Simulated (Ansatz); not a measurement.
Base system: CaO (space group P6_3/mmc, No. 194; a = 3.9561 Å, c = 4.7434 Å; a model cell, its experimental status unchecked).

Calculations: PBEsol in Ansatz (plane waves to 420 eV, PAW, without spin-orbit coupling).

Base values:

| Property | Result |
|---|---|
| Valence-band top at Γ | 0.00, -1.09, -1.21 eV |
| Width of the top valence band | 1.34 eV |
| Shortest interatomic distance | 4.316 bohr |
| Electron mass | 0.54 mₑ along c, 0.39 mₑ across (at Γ) |
| Band gap | 3.14 eV |

Modification: Sr takes the place of Ca on all its sites, then cell and atoms are relaxed.

Tabulated Pauling electronegativity and covalent radius: Ca 1.00, 1.76 Å; Sr 0.95, 1.95 Å.

### Question
How does this affect the valence-band top at Γ?

### Answer
The valence-band top at Γ (three highest levels, from the VBM) goes from 0.00, -1.09, -1.21 eV to 0.00, -0.27, -0.89 eV.

### Question
How does this affect the width of the top valence band?

### Answer
The width of the top valence band shrinks by 0.23 eV (1.34 eV → 1.11 eV).

### Question
Estimate the effect on the shortest interatomic distance.

### Answer
The shortest interatomic distance increases by 0.305 bohr to 4.621 bohr.

### Question
What does the calculation give for the electron mass after the change?

### Answer
The electron mass changes from 0.54 mₑ along c, 0.39 mₑ across (at Γ) to 0.46 mₑ along c, 0.36 mₑ across (at Γ).

### Question
Estimate the effect on the band gap.

### Answer
The band gap drops by 0.53 eV (3.14 eV → 2.61 eV).

Effective masses come from finite differences of ±0.01 Å⁻¹. Whether these cells are dynamically stable was not tested. For SrO in this form, whether it has been made was not checked. The base started in P6_3mc and relaxed to P6_3/mmc at this level. This is not the structure that SrO has at room temperature and ambient pressure. This is not the structure that CaO has at room temperature and ambient pressure.

Ansatz is a quantum-chemistry and plane-wave program.
